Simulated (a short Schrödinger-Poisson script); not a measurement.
System: gated Al0.3Ga0.7N/GaN polarisation-induced gas, at 77 K.

```tsv
layer	material	thickness (nm)	Na (cm⁻³)
1	Al0.3Ga0.7N	10	-
2	GaN	6000	1e15
```

The device is made up for the run: typed textbook-type constants, with dimensions and the other settings drawn at random. Al0.3Ga0.7N: permittivity 9.32, conduction-band edge (eV) 0.414, gap (eV) 4.021, electron mass (mₑ) 0.236, Nv at 300 K (cm⁻³) 4.6e19. GaN: permittivity 9.5, conduction-band edge (eV) 0, gap (eV) 3.43, Nv at 300 K (cm⁻³) 4.6e19.

Channel valleys (confinement mass, in-plane density-of-states mass, number): Γ 0.2, 0.2, 1. At the gate the conduction-band edge of layer 1 lies 1.23 eV − eVg above the Fermi level of the channel; the field vanishes at the back. Sheet of polarisation charge: +1.5e13 e/cm² at 10 nm from the gate. The barrier under the gate holds no holes. Gaps are held at their typed values at every temperature. Mesh 0.08 nm at interfaces.

From a short Schrödinger-Poisson script (our own, NumPy): 1D Poisson equation in equilibrium, electrons quantum, Hartree plus LDA exchange-correlation (BenDaniel-Duke, 40 states a valley, the channel's in-plane mass for all, wave functions free to enter the barrier), parabolic valleys, classical holes, full ionisation, no traps, pinning or gate leakage.

The same stack at other levels of the model or other numerical settings:

| run | sheet density of all electrons at Vg = 0.5 V (cm⁻²) | sheet density of all electrons at Vg = -1 V (cm⁻²) | capacitance at Vg = 0.5 V (μF/cm²) | centroid of the channel electrons at Vg = 0.5 V (nm) | rough cost against the base |
|---|---|---|---|---|---|
| base | 1.15e13 | 4.52e12 | 0.766 | 1.60 | about 1 |
| electrons treated as classical, Boltzmann | 1.28e13 | 5.19e12 | 0.816 | 0.25 | 0.010 |
| electrons treated as classical, Fermi-Dirac | 1.13e13 | 4.53e12 | 0.733 | 1.52 | 0.05 |
| electrons treated as quantum, Hartree | 1.13e13 | 4.35e12 | 0.761 | 1.77 | 0.5 |
| mesh six times as coarse | 1.15e13 | 4.51e12 | 0.766 | 1.54 | 0.3 |
| one subband a valley | 1.15e13 | 4.51e12 | 0.760 | 1.40 | 0.2 |

The classical rows ignore confinement, and Boltzmann statistics overrate the density once the band edge passes the Fermi level.
